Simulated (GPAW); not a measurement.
Worked example: self-consistent single point of VBiO₄ (I4_1/a, 12 atoms in the cell) in GPAW.

Computed with PBE+U, LCAO dzp, GPAW PAW datasets PBE (gpaw-data 1.0.1) (GPAW).

```yaml
crystal:
  lattice:
    - [-2.56106, 2.56106, 5.79606]
    - [2.56106, -2.56106, 5.79606]
    - [2.56106, 2.56106, -5.79606]
  atoms:
    - { symbol: V, position: [0.50000, 0.50000, 0.00000] }
    - { symbol: V, position: [0.25000, 0.75000, 0.50000] }
    - { symbol: Bi, position: [0.00000, 0.00000, 0.00000] }
    - { symbol: Bi, position: [0.75000, 0.25000, 0.50000] }
    - { symbol: O, position: [0.17085, 0.56190, 0.89101] }
    - { symbol: O, position: [0.31190, 0.92089, 0.89105] }
    - { symbol: O, position: [0.67089, 0.27984, 0.10899] }
    - { symbol: O, position: [0.02984, 0.42085, 0.10895] }
    - { symbol: O, position: [0.57915, 0.68810, 0.60899] }
    - { symbol: O, position: [0.43810, 0.32911, 0.60895] }
    - { symbol: O, position: [0.07911, 0.97016, 0.39101] }
    - { symbol: O, position: [0.72016, 0.82915, 0.39105] }
```

Reference input (self-consistent single point, DFT PBE, LCAO dzp, GPAW PAW datasets PBE (gpaw-data 1.0.1)): mode = lcao; h = 0.2 Å; basis = dzp; xc = PBE; kpts = 4 4 4; mesh shift (steps) = 0 0 0; occupations.name = fermi-dirac; occupations.width = 0 eV; convergence.forces = 0.001 eV/Å; symmetry.symmorphic = false; symmetry.tolerance = 0.0005; maxiter = 100. This run's input differs from it in these lines:

```diff
@@ -25,2 +25,3 @@
             xc='PBE',
+            setups={'V': ':d,5.0'},
             kpts={'size': (4, 4, 4), 'gamma': True},
```

Log, with long lists cut:

```
     iter     time        total  log10-change:
                         energy   eigst   dens  force
iter:   1 --:--:--   -75.391299        c
iter:   2 --:--:--   -71.526314        c -1.04
iter:   3 --:--:--   -65.756568        c -1.10
iter:   4 --:--:--   -68.301175        c -1.41
iter:   5 --:--:--   -69.437591        c -1.24
iter:   6 --:--:--   -67.087346        c -1.39
iter:   7 --:--:--   -64.588329        c -1.45
iter:   8 --:--:--   -64.612610        c -2.46
iter:   9 --:--:--   -64.602407c       c -2.33
iter:  10 --:--:--   -64.603506c       c -2.99
iter:  11 --:--:--   -64.603949c       c -3.14
iter:  12 --:--:--   -64.603997c       c -3.22
iter:  13 --:--:--   -64.604209c       c -3.26
iter:  14 --:--:--   -64.605804c       c -3.29
iter:  15 --:--:--   -64.605854c       c -3.75
iter:  16 --:--:--   -64.605898c       c -3.79
iter:  17 --:--:--   -64.606009c       c -3.84
iter:  18 --:--:--   -64.606011c       c -4.31c
iter:  19 --:--:--   -64.606009c       c -4.38c -2.30
iter:  20 --:--:--   -64.606008c       c -4.47c -3.26c
Converged after 20 iterations.

Dipole moment: (9.239290, -9.114034, -3.660383) |e|*Ang

Energy contributions relative to reference atoms: (reference = -1237664.575439)

Kinetic:       +101.211580
Potential:     -110.699031
External:        +0.000000
XC:             -65.521652
Entropy (-ST):   +0.000000
Local:          +10.403094
SIC:             +0.000000
--------------------------
Free energy:    -64.606008
Extrapolated:   -64.606008

Showing only first 2 kpts
 Kpt  Band  Eigenvalues  Occupancy
  0    50      4.72730    2.00000
  0    51      4.93982    2.00000
  0    52      8.15623    0.00000
  0    53      8.46035    0.00000

  1    50      4.81869    2.00000
  1    51      5.37090    2.00000
  1    52      8.19078    0.00000
  1    53      8.42603    0.00000

Fermi level: 6.68385

Gap: 2.626 eV
Transition (v -> c):
   [... lines left out ...]
Direct gap: 2.629 eV
   [... lines left out ...]
  1 V     0.00000    0.00000    0.00000
  2 Bi    0.00000    0.00000    0.00000
  3 Bi    0.00000    0.00000    0.00000
  4 O     0.40759   -0.85665   -0.73432
  5 O     0.85665    0.40759   -0.73432
  6 O    -0.40759    0.85665   -0.73432
  7 O    -0.85665   -0.40759   -0.73432
  8 O    -0.40759    0.85665    0.73432
  9 O    -0.85665   -0.40759    0.73432
 10 O     0.40759   -0.85665    0.73432
 11 O     0.85665    0.40759    0.73432
```

The run converged in 20 iterations. Against the reference run the largest force goes from 0.753 to 1.200 eV/Å and the gap on the mesh goes from 2.111 to 2.626 eV.

The starting cell comes from a database of computed structures (which also holds hypothetical and non-ambient phases and stackings), without a prior relaxation at this level. Spin-orbit coupling is off. Spin polarisation is off. The U value is a test value, and with U on an open shell several self-consistent states can exist. Values carry the incompleteness of an atom-centred basis. Forces in this geometry exceed 1 eV/Å.

Cost on one core of a shared machine: roughly 5 min.
